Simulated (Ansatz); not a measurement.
# Fermi-surface data of CoSi$_{2}$ (R-3m)

Consider the following.

```
CELL_PARAMETERS angstrom
     -0.01646     2.64497     2.64497
      2.64497    -0.01646     2.64497
      2.64497     2.64497    -0.01646
ATOMIC_POSITIONS crystal
  Co 0.00000 0.00000 0.00000
  Si 0.74915 0.74915 0.74915
  Si 0.25085 0.25085 0.25085
```

All values below come from PBEsol, rigid bands (plane waves, PAW, scalar-relativistic; Ansatz, an electronic-structure program). Condition of this run: uniaxial stress along [111] of 2 GPa (compression positive) (the target of the relaxation). Cell: cell and atoms relaxed with PBEsol, then loaded as said.

```json
{
  "density of states at the Fermi level": "1.01 states/(eV·cell), both spins",
  "bare Sommerfeld coefficient": "0.79 mJ/(mol of atoms·K²)",
  "drude_plasma_energy": "6.5 eV",
  "root-mean-square Fermi velocity": "7.7e5 m/s",
  "resistivity times τ": "11.7 ×10⁻²² Ω·m·s"
}
```

A metal at this level (no band gap); rigid bands, thermally averaged at 300 K, both spins. Spin-orbit coupling is left out. τ is one relaxation time for all states.

Treated as nonmagnetic (a ferromagnetic start lost its moment, other orders weren't tried): CoSi2 (R-3m).
